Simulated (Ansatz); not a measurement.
# How the band gap of Zn2SnO4 (model structure, started from the spinel type, Fd-3m, No. 227, 14 atoms in the cell) moves with the method

No measured value is used here.

```csv
level (code),value (eV)
LDA (Ansatz),0.45
PBEsol+SOC (Ansatz),0.45 (direct)
dielectric-dependent PBEsol hybrid (Ansatz),2.11
HSE06 (Ansatz),[?]
PBE0 (Ansatz),2.96
```

Complete the blanks.


- HSE06 (Ansatz, a program for electronic structure), value (eV): 2.26

Computed values are for a static lattice. Levels without +SOC have no spin–orbit coupling; where heavier elements are present it shifts gaps, mostly down, and can invert bands.  PBEsol+SOC: the gap is read on the k mesh or supercell of the run alone and can be too large. Values are at the PBEsol cell. Cutoffs and k meshes differ between the levels. Ansatz's density-functional and Hartree–Fock values are scalar-relativistic unless marked +SOC, with PAW data made under PBE.

A model structure was made by putting elements into a prototype or built by hand; it is no filed structure, need not be a known phase, and can be a saddle point held by its symmetry.
